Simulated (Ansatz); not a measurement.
The parent structure is BP in the zinc blende structure (space group F-43m, No. 216; a = 4.5366 Å).

All numbers come from Ansatz (an electronic-structure program), r2SCAN, PAW, cutoff 500 eV, scalar-relativistic without spin-orbit coupling.

Strains are applied to the cell and any free atomic positions relax.

One change was made to it. Results:

The band gap drops by 0.04 eV to 1.37 eV; the smallest direct gap grows by 0.05 eV, from 3.60 eV to 3.65 eV.

**Question.** What was done to the base?
A. isotropic strain −1.00 %
B. isotropic strain −2.50 %
C. isotropic strain −3.00 %

**Answer.** A, isotropic strain −1.00 %. For comparison, the band gap in the other runs: isotropic strain −3.00 % gives 1.27 eV; isotropic strain −2.50 % gives 1.30 eV.

Stability against distortions was not tested.
